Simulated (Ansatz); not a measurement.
## ZnGeP2: tensor shear ε_xz = +2.00 %

Consider ZnGeP$_{2}$ in the chalcopyrite structure (space group I-42d, No. 122; a = 5.424 Å, c = 10.710 Å). Axes: x, y, z lie along a, b, c of the conventional cell.

It is then changed as follows: a pure shear with ε_xz = ε_zx = 0.0200, atoms relaxed at fixed cell.

Method: Ansatz (a quantum-chemistry and plane-wave program) PBEsol, without spin-orbit coupling. Settings: 9×9×9 k-points, 0.05 eV Fermi–Dirac smearing.

The volume per atom is still 19.69 Å³ and the space group changes from I-42d (No. 122) to C2 (No. 5). The shortest interatomic distance drops by 0.0133 Å, from 2.334 Å to 2.320 Å and the energy grows by 6.5 meV/atom. The pressure (mean of the normal stresses, compression positive) stays essentially unchanged (0.00 GPa against 0.04 GPa) and the band gap falls by 0.25 eV (1.07 eV → 0.82 eV) (an upper bound: an edge found on the path is not a true extremum; the changed cell). The largest internal atomic displacement amounts to 0.023 Å and the stress (xx, yy, zz, yz, xz, xy; compression positive) is (0.07, -0.01, 0.07, 0.00, -2.64, 0.00) GPa.

Final structure:

```
CELL_PARAMETERS angstrom
     -2.60504     2.71213     5.30061
      2.81923    -2.71213     5.40910
      2.60504     2.71213    -5.30061
ATOMIC_POSITIONS crystal
  Zn 0.00416 0.00043 0.00470
  Zn 0.75427 0.24957 0.50373
  Ge 0.50187 0.49932 0.00111
  Ge 0.25179 0.75068 0.50255
  P  0.87118 0.87262 0.49542
  P  0.12369 0.62500 0.99869
  P  0.37281 0.37738 0.49856
  P  0.62024 0.12500 0.99524
```

The cells carry an imposed strain or load. Whether these cells are dynamically stable was not tested.
